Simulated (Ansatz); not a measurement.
```
CELL_PARAMETERS angstrom
      0.00000     2.47925     2.47925
      2.47925     0.00000     2.47925
      2.47925     2.47925     0.00000
ATOMIC_POSITIONS crystal
  Ca 0.00000 0.00000 0.00000
  F  0.25000 0.25000 0.25000
  F  0.75000 0.75000 0.75000
```

No spin polarisation.

Level of theory: PBE (Ansatz, a program for electronic structure, PAW, no SOC), earlier PAW set. k-mesh 10×10×10 (Γ-centred); smearing 0.05 eV (Fermi–Dirac).

Predict the band gap.

8.89 eV.

Estimate the gap character.

Direct at X.

Estimate the electron mass.

1.3 mₑ along k, 1.7 mₑ across (at X).

Predict the width of the top valence band.

0.98 eV.

Load acts through the strain it causes; cell and atoms are relaxed under it. Masses are band curvatures over ±0.01 Å⁻¹ around the edge. Along k means along the line from Γ to the band edge. Whether these cells are dynamically stable was not tested. Competing high-pressure phases were not computed. The cell was made from CaF2 in the fluorite structure (space group Fm-3m, No. 225) by this change: pressure 50 GPa.
